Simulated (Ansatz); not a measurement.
## A computed series for BeS: response to strain

The reference is BeS in the zinc blende structure (space group F-43m, No. 216; a = 4.838 Å). Axes: x, y, z lie along the cube axes.

Strains are applied to the cell and any free atomic positions relax; under biaxial strain the out-of-plane vector relaxes too.

The values are results of PBEsol (Ansatz, a program for electronic structure; PAW; 420 eV plane waves; scalar-relativistic without spin-orbit coupling), not measurements.

| change | gap character | volume per atom | band gap | space group |
|---|---|---|---|---|
| base | – | 14.15 Å³ | 2.91 eV | F-43m (No. 216) |
| biaxial strain −0.41 %, plane normal [001], relaxed out of plane | indirect, Γ → X | 14.09 Å³ | 2.86 eV | I-4m2 (No. 119) |
| uniaxial strain ε_xx = −4.29 % | indirect, Γ → M | 13.55 Å³ | [?] | I-4m2 (No. 119) |
| uniaxial strain ε_zz = −3.27 % | indirect, Γ → M | 13.69 Å³ | [?] | I-4m2 (No. 119) |
| tensor shear ε_xz = +0.57 % | indirect, Γ → X | 14.15 Å³ | 2.86 eV | Imm2 (No. 44) |

Problem. Some entries are withheld; estimate them.

Solution. 
- uniaxial strain ε_xx = −4.29 %, band gap: 2.42 eV
- uniaxial strain ε_zz = −3.27 %, band gap: 2.54 eV

Stability against distortions was not tested. Labels are those of the standard path for the cell's own space group.
